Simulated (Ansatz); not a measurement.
# GePd (Pnma, No. 62)

All values below come from r²SCAN-D4 in Ansatz (PAW).

Run with plane-wave cutoff 500 eV, 8×12×6 k mesh (along the axes of the cell as run), Fermi–Dirac smearing 0.05 eV, scalar-relativistic PAW data made under PBE.

Cell (relaxed at this level):

```cif
data_Ge4Pd4
_chemical_formula_sum 'Ge4 Pd4'
_space_group_name_H-M_alt 'P 1'
_space_group_IT_number 1
_cell_length_a 5.76374
_cell_length_b 3.54221
_cell_length_c 6.26136
_cell_angle_alpha 90.000
_cell_angle_beta 90.000
_cell_angle_gamma 90.000
loop_
_space_group_symop_operation_xyz
  'x, y, z'
loop_
_atom_site_label
_atom_site_type_symbol
_atom_site_fract_x
_atom_site_fract_y
_atom_site_fract_z
_atom_site_occupancy
Ge1 Ge 0.81523 0.75000 0.57744 1
Ge2 Ge 0.18477 0.25000 0.42256 1
Ge3 Ge 0.68477 0.25000 0.07744 1
Ge4 Ge 0.31523 0.75000 0.92256 1
Pd1 Pd 0.99611 0.75000 0.19067 1
Pd2 Pd 0.00389 0.25000 0.80933 1
Pd3 Pd 0.50389 0.25000 0.69067 1
Pd4 Pd 0.49611 0.75000 0.30933 1
```

| Property | Result |
|---|---|
| band gap | none |

Note: the relaxation could not lower the start's symmetry, so the cell can be a saddle point above a distorted one.

Spin–orbit coupling is not included.

Computed values are for the static lattice.

Ansatz is a program for electronic structure.
